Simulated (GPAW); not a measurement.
GPAW run on InAs (F-43m, 2 atoms in the cell): self-consistent single point.

Method: PBE, GPAW PAW datasets PBE (gpaw-data 1.0.1) (plane waves; GPAW).

The change in words: lattice scaled by 0.98. Reference geometry:
```
CELL_PARAMETERS angstrom
      0.00000     3.03000     3.03000
      3.03000     0.00000     3.03000
      3.03000     3.03000     0.00000
ATOMIC_POSITIONS crystal
  In 0.00000 0.00000 0.00000
  As 0.25000 0.25000 0.25000
```

Reference input (self-consistent single point, DFT PBE, plane waves, GPAW PAW datasets PBE (gpaw-data 1.0.1)): mode = pw; ecut = 550 eV; xc = PBE; kpts = 9 9 9; mesh shift (steps) = 0 0 0; occupations.name = fermi-dirac; occupations.width = 0.05 eV; nbands = -6; convergence.density = 1e-05 e/electron; convergence.bands = -4; symmetry.symmorphic = false; symmetry.tolerance = 0.0005. This run's input differs from it in these lines:

```diff
@@ -5,5 +5,5 @@
 atoms = Atoms(['In', 'As'],
-              cell=[[0.000000, 3.030000, 3.030000],
-                    [3.030000, 0.000000, 3.030000],
-                    [3.030000, 3.030000, 0.000000]],
+              cell=[[0.000000, 2.969400, 2.969400],
+                    [2.969400, 0.000000, 2.969400],
+                    [2.969400, 2.969400, 0.000000]],
               scaled_positions=[[0.000000, 0.000000, 0.000000],
```

Output, abridged:

```
     iter     time        total  log10-change:
                         energy   eigst   dens
iter:   1 --:--:--    -8.031748   +0.49
iter:   2 --:--:--    -7.988170   -1.12  -1.16
iter:   3 --:--:--    -7.812518   -1.54  -1.19
iter:   4 --:--:--    -7.814422   -2.92  -1.59
iter:   5 --:--:--    -7.814053c  -2.53  -1.67
iter:   6 --:--:--    -7.809304c  -3.79  -2.33
iter:   7 --:--:--    -7.809806c  -4.94  -2.66
iter:   8 --:--:--    -7.808622c  -3.69  -2.53
iter:   9 --:--:--    -7.808632c  -5.39  -3.31
iter:  10 --:--:--    -7.808522c  -5.60  -3.37
iter:  11 --:--:--    -7.808506c  -5.66  -3.54
iter:  12 --:--:--    -7.808506c  -6.90  -4.26
iter:  13 --:--:--    -7.808506c  -7.80c -4.30
iter:  14 --:--:--    -7.808506c  -7.12  -4.27
iter:  15 --:--:--    -7.808506c  -8.44c -4.49
iter:  16 --:--:--    -7.808506c  -8.03c -4.52
iter:  17 --:--:--    -7.808506c  -7.97c -4.52
iter:  18 --:--:--    -7.808506c  -9.15c -4.55
iter:  19 --:--:--    -7.808506c  -8.52c -4.58
iter:  20 --:--:--    -7.808506c  -9.02c -5.12c
Converged after 20 iterations.

Dipole moment: (-3.194152, -3.194152, -3.194152) |e|*Ang

Energy contributions relative to reference atoms: (reference = -221478.393260)

Kinetic:        +31.829879
Potential:      -28.647765
External:        +0.000000
XC:             -11.135454
Entropy (-ST):   -0.000356
Local:           +0.145012
SIC:             +0.000000
--------------------------
Free energy:     -7.808684
Extrapolated:    -7.808506

Showing only first 2 kpts
 Kpt  Band  Eigenvalues  Occupancy
  0     7      5.43214    1.72856
  0     8      5.43214    1.72856
  0     9      5.52138    1.03324
  0    10      9.34136    0.00000

  1     7      4.95009    1.99998
  1     8      4.95009    1.99998
  1     9      7.17777    0.00000
  1    10      8.75728    0.00000

Fermi level: 5.52470

No gap
No difference between direct/indirect transitions
Energy (eV): -7.808506

Forces in eV/Ang:
  0 In    0.00000    0.00000   -0.00000
  1 As    0.00000   -0.00000    0.00000

Stress tensor:
    -0.047365     0.000000     0.000000
     0.000000    -0.047365    -0.000000
     0.000000    -0.000000    -0.047365
Stress (GPa, Voigt): [-7.5888 -7.5888 -7.5888 -0.      0.      0.    ]
```

The run converged in 20 iterations. GPAW prints stress with tension positive. Against the reference run the free energy goes up by 55.0 meV/atom and the pressure goes from 3.15 to 7.59 GPa.

The starting cell has typed, rounded lattice constants, without a prior relaxation at this level. For this run, on top of that: lattice scaled by 0.98. With a pressure of about 8 GPa the cell is away from its equilibrium volume at this level. The run gives no clean gap (levels at the Fermi energy touch, overlap or are partly filled at this smearing), which alone does not show that the compound is a metal.
